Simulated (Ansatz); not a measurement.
A computed series for Al: point defects

The parent structure is a 27-atom supercell of Al in the fcc (Cu type) structure (space group Fm-3m, No. 225; a = 4.0143 Å) at its relaxed geometry.

One neutral defect a cell, atoms relaxed at fixed cell.

Level of theory: PBEsol, PAW, 420 eV (Ansatz, an electronic-structure program; spin-orbit coupling left out).

| variant | largest displacement of a host atom from its site in the perfect cell | pressure |
|---|---|---|
| perfect supercell | – | 0.0 GPa |
| Li interstitial (started 1.74 Å from the nearest host atom) | 0.25 Å | 4.0 GPa |
| Be on a Al site | 0.04 Å | -1.3 GPa |
| Mg on a Al site | ? | ? |

Question: Complete the table.

Answer: 
- Mg on a Al site, largest displacement of a host atom from its site in the perfect cell: 0.02 Å
- Mg on a Al site, pressure: 0.9 GPa

In so small a cell the defect repeats every few ångströms: this is an ordered compound, not a dilute defect.
